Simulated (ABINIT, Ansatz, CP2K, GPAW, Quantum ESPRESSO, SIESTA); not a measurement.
# Code comparison for Ir (Fm-3m, 1 atom in the cell)

Self-consistent single point.

```
Ir
1.0
    0.00000     1.92000     1.92000
    1.92000     0.00000     1.92000
    1.92000     1.92000     0.00000
Ir
1
Direct
  0.00000   0.00000   0.00000
```

Shared settings, as Ansatz (an electronic-structure program) writes them: kpoints.mp_grid.grid = 10 10 10; scf.occupations.method = fermi_dirac; scf.occupations.width = 0.1 eV. Potentials and cutoffs stand in the table.

```json
[
 {"code": "SIESTA", "model": "GGA PBEsol, numerical atomic orbitals DZP, PseudoDojo PBEsol standard norm-conserving potentials (rewritten from UPF to PSML)", "pressure (GPa)": "-1.48", "cutoff": "grid 350 Ry"},
 {"code": "CP2K", "model": "PBEsol, GPW, DZVP-MOLOPT-SR-GTH basis, GTH-PBE potentials (GTH_POTENTIALS)", "pressure (GPa)": "-3.45", "cutoff": "grid 500 Ry"},
 {"code": "Ansatz", "model": "PBEsol, default PAW files made with PBE", "pressure (GPa)": "-2.67", "cutoff": "420 eV"},
 {"code": "ABINIT", "model": "PBEsol, PAW (JTH v2.0 PBE PAW, files made for PBE)", "pressure (GPa)": "-1.90", "cutoff": "20 Ha"},
 {"code": "GPAW", "model": "PBEsol, GPAW PAW datasets PBEsol (made by gpaw-setup)", "pressure (GPa)": "-4.04", "cutoff": "550 eV"},
 {"code": "Quantum ESPRESSO", "model": "PBEsol, PSlibrary PAW (PBE) pseudopotentials", "pressure (GPa)": "-2.90", "cutoff": "35 Ry"}
]
```

On Ansatz's run: spin-orbit coupling is off. Spin polarisation is off.

The spread over the programs that give each value: pressure within 2.56 GPa.

SIESTA and CP2K use small atom-centred bases, whose incompleteness enters pressures, forces and empty levels differently from a plane-wave cutoff. Ansatz's pressure is given at a fixed set of plane waves, as the other plane-wave codes print theirs; with its correction for the finite basis it is -2.61 GPa. In the pressure, SIESTA (by 1.31) and GPAW (by 1.25) lie more than 1 GPa from the median of the plane-wave programs.

The starting cell has typed, rounded lattice constants, without a prior relaxation at this level.

Left out of this page: Elk and FLEUR (not drawn, or without a comparable value).

Keys are those of Ansatz 0.2.
